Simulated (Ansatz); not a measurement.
Take SnS in the GeS type structure (space group Pnma, No. 62; a = 11.1555 Å, b = 3.9999 Å, c = 4.2608 Å) as the base. Axes: x, y, z lie along a, b, c of the conventional cell.

Calculations: plane-wave PAW DFT at the PBE-D3(BJ) level (Ansatz, a first-principles code, 420 eV), scalar-relativistic without spin-orbit coupling, earlier PAW set.

Before the change:

```
Quantity            Value
---------------  --------
Volume per atom  23.77 Å³
```

Now apply this change: uniaxial stress, 1 GPa compression along z, with the cell and atoms free to relax against it.

Estimate the effect on the volume per atom.

The volume per atom decreases by 0.325 Å³ to 23.44 Å³.

Estimate the effect on the energy relative to the base.

The energy goes up by 2.5 meV/atom.

Load acts through the strain it causes; cell and atoms are relaxed under it. Beyond what the load breaks, stability against distortions was not tested.
